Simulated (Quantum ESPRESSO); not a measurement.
**Habitual settings against a tight run: SnO (P4/nmm, 4 atoms in the cell)**

Self-consistent single point.

```yaml
crystal:
  lattice:
    - [3.71950, 0.00000, 0.00000]
    - [0.00000, 3.71950, 0.00000]
    - [0.00000, 0.00000, 4.76620]
  atoms:
    - { symbol: Sn, position: [0.00000, 0.50000, 0.23537] }
    - { symbol: Sn, position: [0.50000, 0.00000, 0.76463] }
    - { symbol: O, position: [0.50000, 0.50000, 0.00000] }
    - { symbol: O, position: [0.00000, 0.00000, 0.00000] }
```

Level of theory: PBEsol, GBRV 1.5 ultrasoft (PBESOL) pseudopotentials (plane waves; Quantum ESPRESSO).

Base settings: ecutwfc = 40 Ry; ecutrho = 200 Ry; occupations = smearing; smearing = fd; degauss = 0.000734986 Ry; potentials = {Sn: sn_pbesol_v1.4.uspp.F.UPF, O: o_pbesol_v1.2.uspp.F.UPF}; K_POINTS = automatic 9 9 7 0 0 0; conv_thr = 1e-10 Ry.

Tight run (finer mesh or higher cutoff; not a proven limit): ecutwfc: 40 Ry → 56 Ry; ecutrho: 200 Ry → 280 Ry; conv_thr: 1e-10 Ry → 7.3e-11 Ry; K_POINTS: automatic 9 9 7 0 0 0 → automatic 13 13 10 0 0 0. It gave Fermi level (on the code's own zero) 11.02 eV; pressure 6.98 GPa; largest force (vector length) 1.269 eV/Å.

Quick runs, as changes from the base:
- A: the base itself
- B: ecutwfc: 40 Ry → 24 Ry; ecutrho: 200 Ry → 120 Ry; degauss: 0.000734986 Ry → 0.0099958 Ry; K_POINTS: automatic 9 9 7 0 0 0 → automatic 1 1 1 1 1 1
- C: ecutwfc: 40 Ry → 28 Ry; ecutrho: 200 Ry → 140 Ry; K_POINTS: automatic 9 9 7 0 0 0 → automatic 8 8 8 0 0 0
- D: ecutwfc: 40 Ry → 24 Ry; ecutrho: 200 Ry → 120 Ry; degauss: 0.000734986 Ry → 0.0147 Ry; pseudopotentials: {Sn: sn_pbesol_v1.4.uspp.F.UPF, O: o_pbesol_v1.2.uspp.F.UPF} → {Sn: sn_lda_v1.4.uspp.F.UPF, O: o_lda_v1.2.uspp.F.UPF}; K_POINTS: automatic 9 9 7 0 0 0 → automatic 3 3 3 1 1 1 [LDA (PZ)]
- E: ecutwfc: 40 Ry → 32 Ry; ecutrho: 200 Ry → 160 Ry; K_POINTS: automatic 9 9 7 0 0 0 → automatic 6 6 6 0 0 0
- F: ecutwfc: 40 Ry → 20 Ry; ecutrho: 200 Ry → 100 Ry; smearing: fd → mp; degauss: 0.000734986 Ry → 0.036749 Ry; conv_thr: 1e-10 Ry → 7.3e-06 Ry; K_POINTS: automatic 9 9 7 0 0 0 → automatic 2 2 2 0 0 0

Energies are extrapolated to zero smearing width, which holds to low order in the width alone (under cold and Methfessel-Paxton smearing the free energy itself is taken).

Dashes: time of B, D, F, under 30 s; energy of D, another energy zero.

† marks runs with another functional, U, potentials or spin treatment: their distance from the tight run is not a convergence error alone.

The count of work is k-points × plane waves × bands × iterations; it is no time. Core times come from one kind of shared machine and are given to one figure; runs under 30 s give none.

The starting cell comes from a database of computed structures (which also holds hypothetical and non-ambient phases and stackings), without a prior relaxation at this level. Its lattice was rescaled by a random factor within 2.5 % of one. In the base run, with a pressure of about 8 GPa the cell is away from its equilibrium volume at this level. In the base run, forces exceed 1 eV/Å. The run gives no clean gap (levels at the Fermi energy touch, overlap or are partly filled at this smearing), which alone does not show that the compound is a metal.

```csv
run,energy less tight (meV/atom),pressure less tight (GPa),largest miss in a force vector (eV/Å),count of work / tight,core time / tight (rough)
A,72.2,0.78,0.016,0.22,0.2
B,1301.5,-50.46,0.706,0.0014,–
C,524.5,-24.10,0.011,0.15,0.1
D†,–,-47.21,0.286,0.0085,–
E,174.5,-8.96,0.045,0.10,0.1
F,2880.0,-66.26,0.667,0.0036,–
```

Among the runs at the tight run's level, the energy misses run from 72.2 to 2880.0 meV/atom.
